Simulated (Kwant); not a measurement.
Device: Aharonov-Bohm ring in a InAs two-dimensional gas. Effective mass 0.023 mₑ, grid spacing 5 nm, hard walls, nominal width 60 nm (11 grid rows, so walls 60 nm apart), one parabolic valley, scattering region 360 nm long along x; energies count from the band bottom; Fermi energy 0.0315 eV. Ring of mean radius 70 nm, arms as wide as the leads. Perpendicular field swept from 0 to 0.51 T, none in the leads; orbital effect alone.

Constants are typed, rounded textbook-type inputs, not results; the design itself was drawn at random and stands for no fabricated device.

Computed with Kwant: effective-mass tight-binding model on a square grid, one spin, coherent transport at 0 K. Conductance is in e²/h.

Density of the scattering states that come in from the left lead, at field = 0.12607 T, in bins, relative to the largest site value (x marks bins outside the device):

```
|xxxxxxxxxxxxxxxx ...:++. .. xxxxxxxxxxxxxxxx|
|xxxxxxxxxxxxxxx :*+:-%%::++: xxxxxxxxxxxxxxx|
|xxxxxxxxxxxxx ..:--. .. .::... xxxxxxxxxxxxx|
|xxxxxxxxxxxx .::    .....   .:. xxxxxxxxxxxx|
|xxxxxxxxxxx   ..-=:.-==::-=: .   xxxxxxxxxxx|
|xxxxxxxxxxx    .-*+..::.:++-:.   xxxxxxxxxxx|
|xxxxxxxxxx .. -*-..      .:=#= .-.xxxxxxxxxx|
|xxxxxxxxxx .. :#+  xxxxxx  =*- :+:xxxxxxxxxx|
|-: .-:..:-:.:::+= xxxxxxxx :-:..-=::.   ....|
|*+.-*=:-=*=.++=+:xxxxxxxxxx:*=::::::::::::::|
|--.:=.--.:==*+==:xxxxxxxxxx-@=-%@-  ........|
|--.-=:-=:-=-**--.xxxxxxxxxx:#==%%-..::::....|
|*=.=#+-=+#+:*#-:.xxxxxxxxxx.----:-------::::|
|-: .-:..-=+==-.-- xxxxxxxx ....:+#=:........|
|xxxxxxxxxx:-. .+=  xxxxxx  -+: :#=xxxxxxxxxx|
|xxxxxxxxxx :..:=:..      ..-+=.:=.xxxxxxxxxx|
|xxxxxxxxxxx.::. :==..:..:==:.:::.xxxxxxxxxxx|
|xxxxxxxxxxx  . .--:.:==::--:  .  xxxxxxxxxxx|
|xxxxxxxxxxxx  .:.  ..::..  .:.  xxxxxxxxxxxx|
|xxxxxxxxxxxxx .::::. .. .:...  xxxxxxxxxxxxx|
|xxxxxxxxxxxxxxx :==.:**..=-. xxxxxxxxxxxxxxx|
|xxxxxxxxxxxxxxxx .. .--. .. xxxxxxxxxxxxxxxx|
```
Scale: ten equal steps from 0.007 (start of ' ') to 0.823 (end of '@'), in the order ' .:-=+*#%@'; x runs from -171 to 171, y from -90.7 (bottom) to 90.7 (top).

The conductance there is 1.49 e²/h with 2 open channel(s) in the leads.
